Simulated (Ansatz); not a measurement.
# A computed series for Ti: response to strain

Take Ti in the hcp (Mg type) structure (space group P6_3/mmc, No. 194; relaxed with 0.1 eV smearing) as the base.

```
CELL_PARAMETERS angstrom
      2.93978     0.00000     0.00000
     -1.46989     2.54593     0.00000
      0.00000     0.00000     4.65400
ATOMIC_POSITIONS crystal
  Ti 0.33333 0.66667 0.75000
  Ti 0.66667 0.33333 0.25000
```

Cartesian axes are those of the cell as printed.

Strains are applied to the cell and any free atomic positions relax; under biaxial strain the out-of-plane vector relaxes too.

Method: PBE/PAW in Ansatz (a first-principles code), no spin-orbit coupling.

Notes on the quantities. pressure: mean of the normal stresses, compression positive.

```json
[
 {"case": "base", "pressure": "0.0 GPa", "volume per atom": "17.42 Å³"},
 {"case": "biaxial strain −2.20 %, plane normal [001], relaxed out of plane", "pressure": "3.0 GPa", "volume per atom": "16.97 Å³"},
 {"case": "biaxial strain −0.32 %, plane normal [001], relaxed out of plane", "pressure": "0.4 GPa", "volume per atom": "17.35 Å³"},
 {"case": "biaxial strain +4.06 %, plane normal [001], relaxed out of plane", "pressure": "-4.5 GPa", "volume per atom": "18.25 Å³"},
 {"case": "isotropic strain +0.13 %", "pressure": "-0.4 GPa", "volume per atom": "17.48 Å³"}
]
```

Whether these cells are dynamically stable was not tested. All final runs are without spin polarisation.
